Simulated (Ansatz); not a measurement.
Consider In-vacancy pair (In on one host Al site, one Al site vacant) in zinc-blende AlP, charge state -3. Calculation: PBE, PAW (plane waves to 420 eV; Ansatz, a program for electronic structure).

Cell of 64 host sites held at the relaxed PBE lattice; a 2×2×2 k-point mesh shifted by half a step; Fermi-Dirac width 0.01 eV, spin-restricted; finite-size errors left in. Energies are static. The charge state is imposed; whether it is stable for some Fermi level was not computed. Forms of the defect that were not tried may lie lower.

Barriers: single points on a 3×3×3 k-point mesh shifted by half a step at the bands' geometries.

Relaxed starting cell (atoms counted from 1):

```yaml
crystal:
  lattice:
    - [11.01654, 0.00000, 0.00000]
    - [0.00000, 11.01654, 0.00000]
    - [0.00000, 0.00000, 11.01654]
  atoms:
    - { symbol: In, position: [0.99142, 0.00968, 0.00909] }
    - { symbol: Al, position: [0.00592, 0.00568, 0.49375] }
    - { symbol: Al, position: [0.00630, 0.49430, 0.00517] }
    - { symbol: Al, position: [0.99203, 0.49431, 0.49367] }
    - { symbol: Al, position: [0.49917, 0.00141, 0.00079] }
    - { symbol: Al, position: [0.49915, 0.00141, 0.49903] }
    - { symbol: Al, position: [0.49923, 0.49967, 0.00079] }
    - { symbol: Al, position: [0.49915, 0.49908, 0.49846] }
    - { symbol: P, position: [0.11728, 0.13247, 0.36655] }
    - { symbol: P, position: [0.13146, 0.13321, 0.86962] }
    - { symbol: P, position: [0.12399, 0.62205, 0.37535] }
    - { symbol: P, position: [0.12372, 0.62509, 0.87479] }
    - { symbol: P, position: [0.62423, 0.12620, 0.37597] }
    - { symbol: P, position: [0.62495, 0.12570, 0.87486] }
    - { symbol: P, position: [0.62485, 0.62497, 0.37411] }
    - { symbol: P, position: [0.62377, 0.62399, 0.87453] }
    - { symbol: Al, position: [0.99954, 0.25221, 0.74763] }
    - { symbol: Al, position: [0.99952, 0.74827, 0.25162] }
    - { symbol: Al, position: [0.99942, 0.74872, 0.74827] }
    - { symbol: Al, position: [0.49891, 0.25046, 0.24986] }
    - { symbol: Al, position: [0.50013, 0.25021, 0.74956] }
    - { symbol: Al, position: [0.50012, 0.74999, 0.24983] }
    - { symbol: Al, position: [0.49933, 0.75017, 0.74954] }
    - { symbol: P, position: [0.11704, 0.36672, 0.13220] }
    - { symbol: P, position: [0.12398, 0.37603, 0.62142] }
    - { symbol: P, position: [0.13151, 0.87021, 0.13255] }
    - { symbol: P, position: [0.12352, 0.87534, 0.62455] }
    - { symbol: P, position: [0.62432, 0.37663, 0.12560] }
    - { symbol: P, position: [0.62468, 0.37470, 0.62450] }
    - { symbol: P, position: [0.62475, 0.87535, 0.12514] }
    - { symbol: P, position: [0.62376, 0.87515, 0.62339] }
    - { symbol: Al, position: [0.24667, 0.00512, 0.25869] }
    - { symbol: Al, position: [0.24993, 0.00156, 0.74797] }
    - { symbol: Al, position: [0.24373, 0.49448, 0.24299] }
    - { symbol: Al, position: [0.24815, 0.49925, 0.74902] }
    - { symbol: Al, position: [0.75187, 0.00742, 0.24477] }
    - { symbol: Al, position: [0.74896, 0.00117, 0.74734] }
    - { symbol: Al, position: [0.75493, 0.49465, 0.25640] }
    - { symbol: Al, position: [0.75070, 0.49876, 0.74998] }
    - { symbol: P, position: [0.37260, 0.12567, 0.12495] }
    - { symbol: P, position: [0.37515, 0.12654, 0.62395] }
    - { symbol: P, position: [0.37514, 0.62449, 0.12590] }
    - { symbol: P, position: [0.37414, 0.62502, 0.62431] }
    - { symbol: P, position: [0.87551, 0.14707, 0.14640] }
    - { symbol: P, position: [0.87486, 0.12569, 0.62252] }
    - { symbol: P, position: [0.87495, 0.62318, 0.12500] }
    - { symbol: P, position: [0.87481, 0.62435, 0.62374] }
    - { symbol: Al, position: [0.24664, 0.25945, 0.00450] }
    - { symbol: Al, position: [0.24383, 0.24380, 0.49389] }
    - { symbol: Al, position: [0.25010, 0.74869, 0.00089] }
    - { symbol: Al, position: [0.24802, 0.74973, 0.49860] }
    - { symbol: Al, position: [0.75199, 0.24562, 0.00674] }
    - { symbol: Al, position: [0.75471, 0.25717, 0.49402] }
    - { symbol: Al, position: [0.74889, 0.74798, 0.00061] }
    - { symbol: Al, position: [0.75068, 0.75063, 0.49816] }
    - { symbol: P, position: [0.37227, 0.37505, 0.37434] }
    - { symbol: P, position: [0.37581, 0.37590, 0.87380] }
    - { symbol: P, position: [0.37583, 0.87435, 0.37526] }
    - { symbol: P, position: [0.37409, 0.87555, 0.87483] }
    - { symbol: P, position: [0.88223, 0.36684, 0.36624] }
    - { symbol: P, position: [0.87448, 0.37429, 0.87690] }
    - { symbol: P, position: [0.87439, 0.87757, 0.37356] }
    - { symbol: P, position: [0.86839, 0.86923, 0.86866] }
```
Cell charge -3.

End state 1 differs by these moves (Å; atoms that move under 0.08 Å are left out):

```json
[
 {"atom": "1", "element": "In", "Δx": "0.00", "Δy": "2.54", "Δz": "2.54"},
 {"atom": "2", "element": "Al", "Δx": "-0.07", "Δy": "-0.09", "Δz": "0.08"},
 {"atom": "3", "element": "Al", "Δx": "-0.07", "Δy": "0.08", "Δz": "-0.09"},
 {"atom": "4", "element": "Al", "Δx": "0.08", "Δy": "0.08", "Δz": "0.07"},
 {"atom": "9", "element": "P", "Δx": "0.16", "Δy": "-0.17", "Δz": "0.14"},
 {"atom": "10", "element": "P", "Δx": "-0.16", "Δy": "-0.17", "Δz": "0.14"},
 {"atom": "17", "element": "Al", "Δx": "0.07", "Δy": "-0.09", "Δz": "0.08"},
 {"atom": "18", "element": "Al", "Δx": "0.07", "Δy": "0.08", "Δz": "-0.09"},
 {"atom": "19", "element": "Al", "Δx": "-0.08", "Δy": "0.08", "Δz": "0.07"},
 {"atom": "24", "element": "P", "Δx": "0.16", "Δy": "0.14", "Δz": "-0.18"},
 {"atom": "26", "element": "P", "Δx": "-0.16", "Δy": "0.14", "Δz": "-0.18"},
 {"atom": "32", "element": "Al", "Δx": "0.00", "Δy": "-0.16", "Δz": "-0.16"},
 {"atom": "33", "element": "Al", "Δx": "-0.07", "Δy": "0.05", "Δz": "0.07"},
 {"atom": "34", "element": "Al", "Δx": "0.07", "Δy": "0.07", "Δz": "0.05"},
 {"atom": "37", "element": "Al", "Δx": "0.06", "Δy": "-0.09", "Δz": "0.08"},
 {"atom": "38", "element": "Al", "Δx": "-0.07", "Δy": "0.08", "Δz": "-0.09"},
 {"atom": "44", "element": "P", "Δx": "0.00", "Δy": "-0.49", "Δz": "-0.49"},
 {"atom": "48", "element": "Al", "Δx": "0.00", "Δy": "-0.16", "Δz": "-0.16"},
 {"atom": "49", "element": "Al", "Δx": "0.07", "Δy": "0.05", "Δz": "0.07"},
 {"atom": "50", "element": "Al", "Δx": "-0.07", "Δy": "0.07", "Δz": "0.05"},
 {"atom": "53", "element": "Al", "Δx": "-0.06", "Δy": "-0.09", "Δz": "0.08"},
 {"atom": "54", "element": "Al", "Δx": "0.07", "Δy": "0.08", "Δz": "-0.09"},
 {"atom": "60", "element": "P", "Δx": "-0.15", "Δy": "0.15", "Δz": "0.15"},
 {"atom": "63", "element": "P", "Δx": "0.15", "Δy": "0.15", "Δz": "0.15"}
]
```

**Question.** Predict the forward and backward barriers to end state 1 from PBE, PAW.

**Answer.** forward 1.38 eV, backward 1.38 eV; at the saddle point atom 1 has neighbours P at 2.41, 4 P at 2.79 Å. The saddle point's order was not checked, and it lies on a symmetry element of the cell, where a band can be held.

End state 2 differs by these moves (Å; atoms that move under 0.08 Å are left out):

```
atom  element     Δx     Δy     Δz
----  -------  -----  -----  -----
1          In   0.09  -0.11  -0.10
2          Al   0.00   2.65  -2.60
3          Al  -0.08   0.06  -0.05
4          Al   0.08   0.06   0.07
9           P  -0.01  -0.17   0.19
17         Al  -0.07  -0.07  -0.06
18         Al  -0.07   0.06   0.07
19         Al   0.07   0.05  -0.06
24          P   0.07   0.09  -0.08
27          P  -0.08   0.08  -0.08
33         Al  -0.05  -0.09  -0.06
34         Al   0.05   0.06   0.09
36         Al   0.01  -0.16   0.15
37         Al   0.04   0.06  -0.05
38         Al  -0.05   0.06  -0.05
44          P  -0.09  -0.17  -0.12
45          P   0.08  -0.10  -0.06
48         Al   0.04  -0.10  -0.05
51         Al  -0.05   0.06   0.09
52         Al  -0.04   0.06  -0.07
53         Al   0.00  -0.14   0.15
55         Al   0.04   0.05  -0.06
60          P  -0.09   0.08   0.11
62          P   0.09   0.06   0.11
```

**Question.** Give the forward and backward barriers to end state 2 at the level PBE, PAW.

**Answer.** forward 1.57 eV, backward 1.55 eV; at the saddle point atom 2 has neighbours P at 2.27, P at 2.61, P at 2.64, P at 2.66, P at 2.68 Å. The saddle point's order was not checked.

End state 3 differs by these moves (Å; atoms that move under 0.08 Å are left out):

```csv
atom,element,Δx,Δy,Δz
2,Al,-0.14,-0.14,0.00
3,Al,-0.09,0.06,-0.05
4,Al,0.06,0.06,0.06
5,Al,0.06,-0.09,0.05
6,Al,0.06,0.06,-0.06
9,P,0.05,-0.09,0.08
13,P,0.09,-0.10,-0.11
18,Al,-0.06,0.05,0.08
20,Al,0.06,-0.07,0.07
22,Al,0.05,0.06,-0.07
24,P,0.07,0.08,-0.08
30,P,0.08,0.07,0.07
32,Al,0.05,-0.06,-0.08
34,Al,0.06,0.05,0.07
36,Al,2.64,2.64,0.00
38,Al,-0.07,0.06,-0.07
44,P,-0.26,-0.26,0.00
48,Al,0.05,-0.10,-0.04
49,Al,0.05,0.05,0.05
53,Al,-0.14,-0.14,0.00
54,Al,-0.10,0.05,0.04
55,Al,0.05,0.05,-0.05
60,P,-0.10,0.09,0.11
62,P,-0.09,0.05,-0.08
```

**Question.** What forward and backward barriers to end state 3 does PBE, PAW give?

**Answer.** forward 1.77 eV, backward 1.77 eV; at the saddle point atom 36 has neighbours P at 2.25, P at 2.64, 2 P at 2.66, P at 2.68 Å. The saddle point's order was not checked, and it lies on a symmetry element of the cell, where a band can be held.
